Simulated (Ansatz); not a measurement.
Ansatz (an electronic-structure program) is run on CsNaMg₆ (Amm2, 8 atoms in the cell), and the run fails. The aim is a self-consistent single point with DFT, LDA (PW92), plane waves, default PAW files made with PBE.

Cell that was meant: a = 5.4151 Å, b = 7.0605 Å, c = 7.0605 Å, α = 63.34°, β = 90.00°, γ = 90.00°.

Part of the input:

Ansatz 0.2 input:
```yaml
  xc: lda
  pseudopotentials: { kind: paw }
scf:
  occupations: { method: fermi, width: 0.2 }
output:
  forces: true
  eigenvalues: true
```

Log, with long lists cut:

```
Error: YAML parse error: error: line 22 column 26: unknown occupation method `fermi` (expected fermi_dirac | gaussian | methfessel_paxton | cold | fixed | tetrahedron | tetrahedron_uncorrected | explicit)
  --> <input>:22:26
   |
20 |   pseudopotentials: { kind: paw }
21 | scf:
22 |   occupations: { method: fermi, width: 0.2 }
   |                          ^ unknown occupation method `fermi` (expected fermi_dirac | gaussian | methfessel_paxton | cold | fixed | tetrahedron | [...]
23 | output:
24 |   forces: true
   |
```

Question: From the messages shown, name the fault and mend the input.

Answer: The fault is a value that the program does not know. The key takes a closed list of words, and names differ between codes. To fix it, use one of the words that the key accepts. The program stopped before any SCF iteration.

An input that runs soundly differs in these lines (not the only fix; some lines may just follow from the change or write a value another way):
```diff
-  occupations: { method: fermi, width: 0.2 }
+  occupations: { method: cold, width: 0.2 }
```

With that input, the run converged in 8 iterations: free energy E − TS (on the zero of these files) -18379.1187 eV; Fermi level (on the code's own zero) 4.50 eV; pressure -1.32 GPa; largest force (vector length) 0.085 eV/Å (DFT, LDA (PW92), plane waves, default PAW files made with PBE).

On the sound input: the starting cell comes from a database of computed structures (which also holds hypothetical and non-ambient phases and stackings), without a prior relaxation at this level. Ansatz's pressure includes its estimate of the finite-basis (Pulay) stress.
